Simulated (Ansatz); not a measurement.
**What Cu → Pd does to BaCuSF**

The reference is BaCuSF (space group P4/nmm, No. 129; a = 4.035 Å, c = 8.961 Å; a cell from a computed database, its experimental status unchecked).

The change: Pd takes the place of Cu on all its sites, then cell and atoms are relaxed.

The values are results of Ansatz (an electronic-structure program) PBEsol, no spin-orbit coupling, not measurements. Γ-centred 11×11×6 mesh, Fermi–Dirac width 0.05 eV, for the changed cell.

```csv
quantity,base,changed,shift
volume per atom,18.24 Å³,19.47 Å³,+1.23 Å³
density,5.73 g/cm³,6.29 g/cm³,+0.551 g/cm³
c/a ratio,2.221,1.988,-0.2325
space group,P4/nmm (No. 129),P4/nmm (No. 129),–
shortest interatomic distance,2.394 Å,2.453 Å,+0.059 Å
band gap,1.48 eV,zero,–
```

No phonon test of stability was made. As relaxed here, BaPdSF is a hypothetical phase, not in the database extracts checked. No Hubbard U is applied, and correlation can decide whether such a compound is a metal. All final runs are without spin polarisation. BaPdSF has a high density of states at the Fermi level and may be magnetic at this level.
